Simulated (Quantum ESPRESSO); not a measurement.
# Pressure against volume in hcp Os (space group 194) (Quantum ESPRESSO, PBE)

```yaml
crystal:
  lattice:
    - [2.68146, 0.00000, 0.00000]
    - [-1.34073, 2.32221, 0.00000]
    - [0.00000, 0.00000, 4.24319]
  atoms:
    - { symbol: Os, position: [0.66667, 0.33333, 0.75000] }
    - { symbol: Os, position: [0.33333, 0.66667, 0.25000] }
```

Method of the run: PBE, GBRV 1.5 ultrasoft (PBE) pseudopotentials (plane waves; Quantum ESPRESSO). Settings: ecutwfc = 52 Ry; ecutrho = 416 Ry; occupations = smearing; smearing = fd; degauss = 0.0036749 Ry; potentials = {Os: os_pbe_v1.2.uspp.F.UPF}; K_POINTS = automatic 24 24 14 0 0 0; conv_thr = 1e-10 Ry; mixing_beta = 0.3. The cell above is the first row's. The rows scale it uniformly. In all rows fractional positions and the k mesh are held.

| V (Å^3/atom) | P (GPa) |
|---|---|
| 13.211 | ? |
| 13.498 | 24.93 |
| 13.785 | 14.58 |
| 14.073 | 5.38 |
| 14.360 | -2.82 |
| 14.647 | -10.10 |
| 14.934 | -16.58 |
| 15.221 | -22.33 |
| 15.509 | -27.42 |

Fit P against V with a cubic, and predict the withheld value at V = 13.211.

With u = V - 14.5, the rows have u = -1.0020, -0.7150, -0.4270, -0.1400, 0.1470, 0.4340, 0.7210, 1.0090. Least squares gives P = -6.489 - 25.4055·u + 5.2705·u² - 0.6544·u³. Residuals (row less fit): 0.013, -0.030, 0.009, 0.007, 0.012, -0.004, -0.018, 0.010; standard error 0.021 (degrees of freedom: 4). The fitted pressure is zero at V0 = 14.26, where dP/dV = -28.08, so B0 = -V0·dP/dV = 400 GPa. At the withheld row, u = -1.2890, so P = -6.489 - 25.4055 × (-1.2890) + 5.2705 × (-1.2890)² - 0.6544 × (-1.2890)³ = 36.417 GPa. The calculation gives 36.55 GPa, 0.133 GPa above the prediction (0.2 % of the range of P in the table). The row lies outside the fitted rows, so this is an extrapolation. From the scatter of the fitted rows alone, a prediction at this place has a standard error of 0.056 GPa, so the miss is 2.4 times that.

Carrying the step between the two nearest rows on in a straight line would have given 35.28, off by 1.27; series whose last step already gives the withheld value aren't shown. The scan was laid around a cell of about the measured size, scaled by a guess for this functional; axis ratios and inner coordinates come from that cell. The runs keep the symmetry of the cell, so they don't test it for distortions. Spin polarisation is off. Spin-orbit coupling is off. The shape of the cell and the inner coordinates aren't relaxed, so V0 and B0 belong to this uniform scaling; a relaxed crystal lies no higher in energy and is usually softer. Cutoffs and mesh are single choices, not tested for convergence of this quantity. Series with a scatter that would blur these digits, or in which a gap closes, are not shown.
